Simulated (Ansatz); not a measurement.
**Be2Si, pressure series**

The reference is Be$_{2}$Si (space group Fm-3m, No. 225; a = 5.284 Å; a model cell, its experimental status unchecked).

Cell and atoms are relaxed at each pressure.

Method: PBE/PAW in Ansatz (a program for electronic structure), scalar-relativistic without spin-orbit coupling.

```json
[
 {"P (GPa)": "-1.99", "V (Å³/atom)": "12.553"},
 {"P (GPa)": "-0.99", "V (Å³/atom)": "12.419"},
 {"P (GPa)": "1.81", "V (Å³/atom)": "12.077"},
 {"P (GPa)": "4.21", "V (Å³/atom)": "11.815"},
 {"P (GPa)": "8.99", "V (Å³/atom)": "11.359"},
 {"P (GPa)": "17.99", "V (Å³/atom)": "10.668"},
 {"P (GPa)": "29.98", "V (Å³/atom)": "9.964"},
 {"P (GPa)": "44.98", "V (Å³/atom)": "9.294"},
 {"P (GPa)": "60.00", "V (Å³/atom)": "8.770"}
]
```

A third-order Birch–Murnaghan fit to these points gives V₀ = 12.29 Å³/atom, B₀ = 99 GPa and B₀′ = 3.5. At pressure 60 GPa the volume is 71.3 % of V₀.

Load acts through the strain it causes; cell and atoms are relaxed under it. Whether these cells are dynamically stable was not tested. No other phases were tried under pressure. The final runs are not spin-polarised.
